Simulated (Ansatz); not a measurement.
# ZnSe: uniaxial strain ε_zz = +1.00 %

Start from ZnSe in the zinc blende structure (space group F-43m, No. 216; a = 5.568 Å). Axes: x, y, z lie along the cube axes.

One thing is altered: the cell is stretched by 1.00 % along z with no lateral relaxation, atoms relaxed at fixed cell.

Computed with LDA (Ansatz, a quantum-chemistry and plane-wave program), scalar-relativistic without spin-orbit coupling. k-mesh 10×10×10 (Γ-centred); smearing 0.05 eV (Fermi–Dirac).

The volume per atom grows by 0.22 Å³ (21.57 Å³ → 21.79 Å³) and the space group becomes I-4m2 (No. 119) (base: F-43m (No. 216)). The shortest interatomic distance goes up by 0.008 Å, from 2.411 Å to 2.419 Å and the energy increases by 0.7 meV/atom. The band gap decreases by 0.05 eV, from 1.25 eV to 1.20 eV and the gap character remains direct at Γ. The electron mass goes from 0.090 mₑ (at Γ) to 0.088 mₑ (at Γ) and the valence-band top at Γ (three highest levels, from the VBM) changes from 0.00, 0.00, 0.00 eV to 0.00, 0.00, -0.04 eV. The valley order (the lowest conduction-band minima on the path, energy above the VBM, named in the base's zone) becomes Γ 1.20 eV; L along [111] 2.42 eV; X along [010] 2.69 eV (base: Γ 1.25 eV; L along ⟨111⟩ 2.45 eV; X along ⟨100⟩ 2.69 eV) and the stress (xx, yy, zz, yz, xz, xy; compression positive) comes out as (-0.57, -0.57, -0.97, 0.00, 0.00, 0.00) GPa.

Effective masses come from finite differences of ±0.01 Å⁻¹. Stability against distortions was not tested. Labels are those of the standard path for the cell's own space group.
